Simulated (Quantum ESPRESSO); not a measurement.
Equation of state of zinc-blende MgTe (space group 216): energy against volume (Quantum ESPRESSO, PBEsol)

```yaml
crystal:
  lattice:
    - [0.00000, 3.11680, 3.11680]
    - [3.11680, 0.00000, 3.11680]
    - [3.11680, 3.11680, 0.00000]
  atoms:
    - { symbol: Mg, position: [0.00000, 0.00000, 0.00000] }
    - { symbol: Te, position: [0.75000, 0.75000, 0.75000] }
```

Method: PBEsol, GBRV 1.5 ultrasoft (PBESOL) pseudopotentials (plane waves; Quantum ESPRESSO). Settings: ecutwfc = 52 Ry; ecutrho = 260 Ry; occupations = smearing; smearing = fd; degauss = 0.000734986 Ry; potentials = {Mg: mg_pbesol_v1.4.uspp.F.UPF, Te: te_pbesol_v1.uspp.F.UPF}; K_POINTS = automatic 9 9 9 0 0 0; conv_thr = 1e-10 Ry. The cell above is the first row's. The rows scale it uniformly. In all rows fractional positions and the k mesh are held. E is the free energy at the stated smearing, counted from the lowest row.

```
V (Å^3/atom)  E (meV/atom)
------------  ------------
30.278               38.08
30.936               22.66
31.594               11.55
32.253                4.31
32.911                0.57
33.569                0.00
34.227                2.28
34.885                7.13
35.544                   ?
```

Taking the third-order Birch-Murnaghan form, a cubic in V^(-2/3) for E over the 8 complete rows: With u = V^(-2/3) - 0.0981, the rows have u = 0.0048395, 0.0033746, 0.0019607, 0.0005931, -0.0007268, -0.0020035, -0.0032391, -0.0044357. Least squares gives E = 2.234 + 2949.4·u + 917272·u² + 781911·u³. Residuals (row less fit): 0.001, -0.003, 0.001, 0.004, -0.005, -0.001, 0.002, -0.001; standard error 0.004 (degrees of freedom: 4). Its minimum lies at u = -0.0016110, so V0 = (0.0964890)^(-3/2) = 33.36. There d²E/du² = 1827000 and d³E/du³ = 4691000, so B0 = (4/9) × 33.36^(-7/3) × 1827000 × 0.160218 = 36.3 GPa (the last factor turns the table's units into GPa), and B0' = 4 + (2/3) × 0.0964890 × (4691000)/1827000 = 4.2. The program's pressures in the fitted runs (not shown) pass through zero at V = 33.35, 0.04 % from this V0.

Task: What does the fit predict for E at V = 35.544, and how far is the calculated value from it?

Result: u = -0.0055970, so E = 2.234 + 2949.4 × (-0.0055970) + 917272 × (-0.0055970)² + 781911 × (-0.0055970)³ = 14.324 meV/atom. The calculation gives 14.32 meV/atom, which the fit meets to the printed digits. The row lies outside the fitted rows, so this is an extrapolation. From the scatter of the fitted rows alone, a prediction at this place has a standard error of 0.009 meV/atom, so the miss is 0.5 times that.

Carrying the step between the two nearest rows on in a straight line would have given 11.99, off by 2.33; series whose last step already gives the withheld value aren't shown. The scan was laid around a cell of about the measured size, scaled by a guess for this functional. This is a metastable polymorph. The runs keep the symmetry of the cell, so they don't test it for distortions. Spin-orbit coupling is off. Cutoffs and mesh are single choices, not tested for convergence of this quantity. Series with a scatter that would blur these digits, or in which a gap closes, are not shown. Nor are scans whose minimum lies at an end fitted in this form.
